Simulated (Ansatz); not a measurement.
# hcp Zr (0 0 1) on 4H silicon carbide (0 0 1) (film strained to the substrate, faces as cut)

A periodic stack without vacuum, hcp Zr (0 0 1) on 4H silicon carbide (0 0 1) (film strained to the substrate, faces as cut): substrate slab Si8C8, film Zr4, surface cells [[0, 1], [-1, 0]] and [[0, 1], [-1, 0]], film strained by -4.3 and -4.3 %, faces Si/C and Zr/Zr as cut (like faces can put a slab off its formula).

The start was prepared with a machine-learned potential, and the result is one local minimum, with the in-plane cell held and forces under 0.04 eV/Å; the film can end far from its bulk form.

Calculation: PBE (plane waves to 420 eV, PAW; Ansatz, a first-principles code). Scalar-relativistic, without spin–orbit coupling; the runs are not spin-polarised; PBE gaps are too small against experiment. Its k-point mesh 12×12×1, Fermi–Dirac width 0.05 eV.

* **interface area**: 8.3 Å²
* **period**: 31.09 Å
* **gaps between the outermost planes at the two interfaces**: 1.09 and 2.12 Å
* **Si–Zr contacts across the interfaces within 1.22 times the sum of covalent radii**: 6, mean 3.11 Å
* **C–Zr contacts across the interfaces within 1.22 times the sum of covalent radii**: 3, mean 2.09 Å
* **estimate of the barrier**: withheld, since the two interfaces are unlike
* **slope of the mean potential energy in the substrate**: +4.1 MV/cm × e

```xyz
20
Lattice="3.0936 0.0004 0.0747 1.5471 2.6795 -0.0136 2.3210 0.7309 31.1423" Properties=species:S:1:pos:R:3 pbc="T T T"
Si     5.0244     2.3028     3.5667
Si     4.9039     2.3975     8.6308
Si     1.8701     0.5642     6.0588
Si     3.5352     1.3675     1.0309
C      4.9791     2.3388     5.4597
C      4.8590     2.4322    10.5227
C      1.8253     0.5990     7.9570
C      3.4929     1.3971     2.9179
Si     4.7840     2.4902    13.6937
Si     4.6627     2.5844    18.7607
Si     1.6300     0.7503    16.1859
Si     3.2968     1.5507    11.1420
C      4.7390     2.5250    15.5859
C      4.6161     2.6230    20.6257
C      1.5844     0.7857    18.0827
C      3.2521     1.5852    13.0403
Zr     3.0421     1.7511    21.6968
Zr     4.5150     0.9124    24.6426
Zr     2.9131     1.7982    27.1989
Zr     4.3686     1.1518    30.0339
```
